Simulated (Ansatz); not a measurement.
## A computed series for ScB2: response to strain

Consider ScB$_{2}$ (space group P6/mmm, No. 191; a = 3.1252 Å, c = 3.4868 Å; relaxed with 0.1 eV smearing). Axes: x lies along a and z along c of the hexagonal cell.

Strains are applied to the cell and any free atomic positions relax; under biaxial strain the out-of-plane vector relaxes too; under stress the whole cell relaxes.

The values are results of PBEsol, PAW, 420 eV (Ansatz, an electronic-structure program; no SOC), not measurements.

Notes on the quantities. pressure: mean of the normal stresses, compression positive; energy relative to the base: free energy F.

| case | pressure | energy relative to the base | space group | shortest interatomic distance |
|---|---|---|---|---|
| base | 0.0 GPa | 0 meV/atom | P6/mmm (No. 191) | 1.804 Å |
| biaxial strain −2.32 %, plane normal [001], relaxed out of plane | 9.0 GPa | – | P6/mmm (No. 191) | 1.762 Å |
| isotropic strain −2.06 % | 14.1 GPa | +25 meV/atom | P6/mmm (No. 191) | 1.767 Å |
| isotropic strain −1.82 % | 12.3 GPa | +19 meV/atom | P6/mmm (No. 191) | 1.772 Å |
| uniaxial strain ε_xx = −3.40 % | 8.0 GPa | +19 meV/atom | Cmmm (No. 65) | 1.760 Å |
| uniaxial strain ε_yy = +2.43 % | -4.8 GPa | +8.9 meV/atom | Cmmm (No. 65) | 1.813 Å |
| uniaxial stress, 2 GPa compression along x | – | +0.2 meV/atom | Cmmm (No. 65) | 1.799 Å |

Beyond what the load breaks, stability against distortions was not tested. All final runs are without spin polarisation. An odd electron count without spin: ScB2.
